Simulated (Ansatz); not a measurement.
Take CdF$_{2}$ in the fluorite structure (space group Fm-3m, No. 225) as the base.

```xyz
3
Lattice="0.0000 2.7407 2.7407 2.7407 0.0000 2.7407 2.7407 2.7407 0.0000" Properties=species:S:1:pos:R:3 pbc="T T T"
Cd     0.0000     0.0000     0.0000
F      1.3704     1.3704     1.3704
F      4.1111     4.1111     4.1111
```

Computed with DFT with PBE, PAW potentials and a 420 eV plane-wave cutoff in Ansatz (a program for electronic structure), no spin-orbit coupling.

Strains are applied to the cell and any free atomic positions relax.

One change was made to it. Results:

The energy increases by 13 meV/atom; the pressure goes from zero to -4.81 GPa.

Question: Name the change that was made.
A. isotropic strain +0.50 %
B. isotropic strain −1.50 %
C. isotropic strain +2.00 %
D. isotropic strain −2.50 %
E. isotropic strain −1.00 %

Answer: C, isotropic strain +2.00 %. For comparison, the energy relative to the base in the other runs: isotropic strain −1.00 % gives +3.8 meV/atom; isotropic strain −2.50 % gives +25 meV/atom; isotropic strain −1.50 % gives +8.6 meV/atom; isotropic strain +0.50 % gives +0.9 meV/atom.

No phonon test of stability was made.
